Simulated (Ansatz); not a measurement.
Cd(OH)2 (P-3m1, No. 164; cell taken from a computed entry) was calculated with r²SCAN+rVV10 (PAW; Ansatz, a quantum-chemistry and plane-wave program).

Run with plane-wave cutoff 500 eV, 18×18×8 k mesh (along the axes of the cell as run), Fermi–Dirac smearing 0.05 eV, scalar-relativistic PAW data made under PBE.

Computed at the level's own relaxed cell.

Task: What does this level give for the equilibrium volume per atom, lattice parameter a, c axis length and band gap?

Result: 
* **equilibrium volume per atom**: 9.70 Å³/atom
* **lattice parameter a**: 3.502 Å
* **c axis length**: 4.568 Å
* **band gap**: 2.24 eV (on the SCF k mesh)

Note: the relaxation could not lower the start's symmetry, so the cell can be a saddle point above a distorted one.

Spin–orbit coupling is not included.

The computed numbers hold no vibrational or temperature effects.
